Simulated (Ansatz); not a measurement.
Relaxation of the outer planes of the (001) surface of tetragonal WSi2 in its 1x1 cell (cut with top plane Si, bottom plane Si), outermost plane spacing 1.33 Å in the ideal cut (one of several cuts of this face), with 2 Si a cell over the bulk's ratio.

Level of theory: PBE (plane waves to 420 eV, PAW; Ansatz, a program for electronic structure).

Model: 11-atom slab, Si8W3, 13.1 Å thick at the start, 12x12x1 mesh, Fermi-Dirac 0.1 eV, dipole correction, all atoms relaxed; symmetry of the start imposed; no spin, no spin-orbit, no U.

| plane | atoms | bulk spacing to the next (Å) | relaxed spacing (Å) | change (%) | rumpling (Å) |
|---|---|---|---|---|---|
| 1 | Si | 1.331 | 1.279 | -3.9 | 0.00 |
| 2 | Si | 1.302 | 1.366 | 4.9 | 0.00 |
